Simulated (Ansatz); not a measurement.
Base system: Li in the diamond structure (space group Fd-3m, No. 227; a = 5.912 Å; a hypothetical phase, not in the database extracts checked; relaxed with 0.1 eV smearing). Axes: x, y, z lie along the cube axes.

All numbers come from PBE/PAW in Ansatz (an electronic-structure program), scalar-relativistic without spin-orbit coupling.

Base values:

The pressure is 0.0 GPa.

The change: tensor shear ε_xy = +1.91 % (engineering shear γ = 0.0382), atoms relaxed at fixed cell.

Estimate the effect on the largest internal atomic displacement, energy relative to the base and pressure.

The largest internal atomic displacement amounts to 0.065 Å; the energy decreases by 4.6 meV/atom; the pressure (mean of the normal stresses, compression positive) remains 0.0 GPa.

The cells carry an imposed strain or load. No phonon test of stability was made. Under tensor shear ε_xy = +1.91 % the cell ends below the base's energy or with stress of the wrong sign: the atoms slid into a distortion or the cell is elastically unstable, so the base is not a stable minimum at this level.
